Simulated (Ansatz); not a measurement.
BaAl2 (Fd-3m), Ansatz (a quantum-chemistry and plane-wave program) with PBEsol, DFPT electron-phonon coupling, linearised Boltzmann equation: phonon-limited resistivity 28.8 μΩ·cm at 300 K, 38.9 μΩ·cm at 400 K, current-weighted mean free path 5.8 nm, Drude plasma energy 4.82 eV.

Q: Estimate the resistivity of a 40 nm square wire with diffuse walls from ρ ≈ ρ₀(1 + 3ℓ/4d).

A: 1 + 0.75 × 5.8/40 = 1.11, so ρ ≈ 31.9 μΩ·cm and a line 1 μm long has 200 Ω. The formula is the free-electron limit for d well above ℓ; grain boundaries add to it.

Q: What Drude relaxation time do resistivity and plasma energy imply?

A: ω_p = 7.32e15 s⁻¹, so τ = 1/(ε₀ ω_p² ρ) = 7.31 fs, a damping ħ/τ of 90.0 meV.

Q: What temperature coefficient of resistance follows, and how does it compare with 1/T?

A: (ρ₄₀₀ − ρ₃₀₀)/(100 K × ρ₃₀₀) = 3.51×10⁻³ K⁻¹, against 1/T = 3.33×10⁻³ K⁻¹ for a resistivity proportional to T. It lies higher because phonons are still being populated at 300 K; impurities would add a constant and lower it.

A metal at this level (no band gap). Only scattering by harmonic phonons is included (no impurities, grain boundaries, electron-electron scattering or thermal expansion). Spin-orbit coupling is left out. Halving the electron mesh (20x20x20) moves the resistivity by up to 7 % at 300 K, the mean free path by up to 4 %. Smearing 0.20 eV; phonons on a 3x3x3 q mesh, which this run doesn't test.

Computed structure with no diffraction record at hand here (it may be known, metastable or hypothetical): BaAl2 (Fd-3m).
